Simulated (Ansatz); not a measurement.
**A computed series for TiC: response to strain**

Take TiC in the rock salt structure (space group Fm-3m, No. 225; a = 4.328 Å) as the base. Axes: x, y, z lie along the cube axes.

Strains are applied to the cell and any free atomic positions relax; under biaxial strain the out-of-plane vector relaxes too; under stress the whole cell relaxes.

All numbers come from r2SCAN/PAW in Ansatz (an electronic-structure program), no spin-orbit coupling.

Notes on the quantities. energy relative to the base: free energy F; pressure: mean of the normal stresses, compression positive.

```csv
change,space group,volume per atom,energy relative to the base,pressure
base,Fm-3m (No. 225),10.13 Å³,0 meV/atom,0.0 GPa
"biaxial strain −1.24 %, plane normal [001], relaxed out of plane",I4/mmm (No. 139),9.94 Å³,+6.1 meV/atom,5.3 GPa
"biaxial strain −0.84 %, plane normal [001], relaxed out of plane",I4/mmm (No. 139),10.00 Å³,?,3.5 GPa
"biaxial strain +0.84 %, plane normal [001], relaxed out of plane",I4/mmm (No. 139),10.26 Å³,+2.6 meV/atom,-3.2 GPa
"biaxial strain −2.13 %, plane normal [111], relaxed out of plane",R-3m (No. 166),9.82 Å³,+17 meV/atom,8.8 GPa
isotropic strain −2.38 %,Fm-3m (No. 225),9.43 Å³,+45 meV/atom,21.9 GPa
isotropic strain +5.97 %,Fm-3m (No. 225),12.06 Å³,+0.224 eV/atom,-32.2 GPa
uniaxial strain ε_yy = −3.76 %,I4/mmm (No. 139),9.75 Å³,+27 meV/atom,?
uniaxial strain ε_zz = +4.70 %,I4/mmm (No. 139),10.61 Å³,+31 meV/atom,?
"uniaxial stress, 3 GPa tension along x",I4/mmm (No. 139),10.17 Å³,+0.6 meV/atom,–
```

Question: Complete the table.

Answer: 
- biaxial strain −0.84 %, plane normal [001], relaxed out of plane, energy relative to the base: +2.7 meV/atom
- uniaxial strain ε_yy = −3.76 %, pressure: 11.6 GPa
- uniaxial strain ε_zz = +4.70 %, pressure: -10.1 GPa

Without a gap, meshes like the base's 18×18×18 leave anisotropic stresses uncertain by several tenths of a GPa, and small strain energies with them. Beyond what the load breaks, stability against distortions was not tested. All final runs are without spin polarisation.
